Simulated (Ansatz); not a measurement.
**Y, pressure series**

The reference is Y in the hcp (Mg type) structure (space group P6_3/mmc, No. 194; a = 3.6557 Å, c = 5.6788 Å).

Cell and atoms are relaxed at each pressure.

All numbers come from Ansatz (a quantum-chemistry and plane-wave program), PBE, PAW, cutoff 420 eV, no SOC, earlier PAW set.

Notes on the quantities. enthalpy: H = E + PV relative to the base's energy.

```csv
variant,lattice parameter a,enthalpy
base,3.656 Å,–
pressure −2 GPa,3.721 Å,-0.42 eV/atom
pressure −1 GPa,3.687 Å,-0.21 eV/atom
pressure 3 GPa,3.575 Å,+0.59 eV/atom
pressure 7 GPa,3.483 Å,+1.33 eV/atom
pressure 15 GPa,3.337 Å,+2.67 eV/atom
pressure 30 GPa,3.145 Å,+4.87 eV/atom
pressure 50 GPa,2.975 Å,+7.38 eV/atom
pressure 75 GPa,2.822 Å,+10.12 eV/atom
pressure 100 GPa,___,+12.55 eV/atom
```

Problem. Complete the table.

Solution. 
- pressure 100 GPa, lattice parameter a: 2.720 Å

Load acts through the strain it causes; cell and atoms are relaxed under it. Whether these cells are dynamically stable was not tested. No other phases were tried under pressure. All final runs are without spin polarisation.
